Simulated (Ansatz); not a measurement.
Start from Ga2O3 in the corundum structure (space group R-3c, No. 167).

```yaml
crystal:
  lattice:
    - [2.50017, 1.44347, 4.48293]
    - [-2.50017, 1.44347, 4.48293]
    - [0.00000, -2.88695, 4.48293]
  atoms:
    - { symbol: Ga, position: [0.64430, 0.64430, 0.64430] }
    - { symbol: Ga, position: [0.14430, 0.14430, 0.14430] }
    - { symbol: Ga, position: [0.35570, 0.35570, 0.35570] }
    - { symbol: Ga, position: [0.85570, 0.85570, 0.85570] }
    - { symbol: O, position: [0.75000, 0.44721, 0.05279] }
    - { symbol: O, position: [0.05279, 0.75000, 0.44721] }
    - { symbol: O, position: [0.25000, 0.55279, 0.94721] }
    - { symbol: O, position: [0.55279, 0.94721, 0.25000] }
    - { symbol: O, position: [0.94721, 0.25000, 0.55279] }
    - { symbol: O, position: [0.44721, 0.05279, 0.75000] }
```

Cartesian axes are those of the cell as printed.

The values are results of PBEsol/PAW in Ansatz (a quantum-chemistry and plane-wave program), no spin-orbit coupling, not measurements.

The change: uniaxial strain ε_xx = −3.00 %, all other strain components held at zero, atoms relaxed at fixed cell.

Task: Predict the stress tensor and what it implies for the stiffness.

Result: Stress of the strained cell less that of the base (GPa, compression positive):
```
  12.34    0.00    0.00
   0.00    5.90    0.53
   0.00    0.53    4.44
```

Then −Δσ_ii/ε with ε = -0.0300 gives secant stiffness values (nonlinear terms included at this strain): C11 ≈ 411 GPa, C12 ≈ 197 GPa and C13 ≈ 148 GPa.

As a check, the harmonic strain energy −½ V₀ Δσ:ε is 11 meV/atom; the computed energy rise is 11 meV/atom.

Whether these cells are dynamically stable was not tested.
